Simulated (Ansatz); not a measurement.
The reference is InAgTe$_{2}$ in the chalcopyrite structure (space group I-42d, No. 122; a = 6.5687 Å, c = 12.9994 Å). Axes: x, y, z lie along a, b, c of the conventional cell.

All numbers come from Ansatz (a first-principles code), PBE, PAW, cutoff 420 eV, no SOC.

Modification: an isotropic linear strain of +3.00 %; the atoms relax in the strained cell.

Q: Predict the stress tensor and what it implies for the stiffness.

A: Stress of the strained cell less that of the base (GPa, compression positive):
```
  -2.58    0.00    0.00
   0.00   -2.58    0.00
   0.00    0.00   -2.60
```

Then B = −ΔP/(ΔV/V₀) with ΔV/V₀ = 0.0927 gives secant stiffness values (nonlinear terms included at this strain): B (at held cell shape, above the free-shape value) ≈ 28 GPa.

As a check, the harmonic strain energy −½ V₀ Δσ:ε is 25 meV/atom; the computed energy rise is 29 meV/atom.

Stability against distortions was not tested.
